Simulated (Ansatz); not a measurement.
For zinc-blende SrO (model structure), PBE (PAW; Ansatz, a program for electronic structure) gives:

```
Item                                     Value
------------------------------  --------------
equilibrium lattice constant a         5.614 Å
enthalpy of formation           -2.575 eV/atom
```

**Question.** What does r²SCAN in Ansatz (PAW) give for the same quantities?

**Answer.** 
- lattice constant a: 5.584 Å (shrinks by 0.5 %)
- formation enthalpy: -2.768 eV/atom (moves by -0.193 eV/atom)

Changes are worked out from the printed values.

Unless a cell is named, each level is at its own relaxed cell (PBE 22.12, r²SCAN 21.77 Å³/atom).

Ansatz's density-functional and Hartree–Fock values are scalar-relativistic unless marked +SOC, with PAW data made under PBE.

A model structure was made by putting elements into a prototype or built by hand; it is no filed structure, need not be a known phase, and can be a saddle point held by its symmetry.
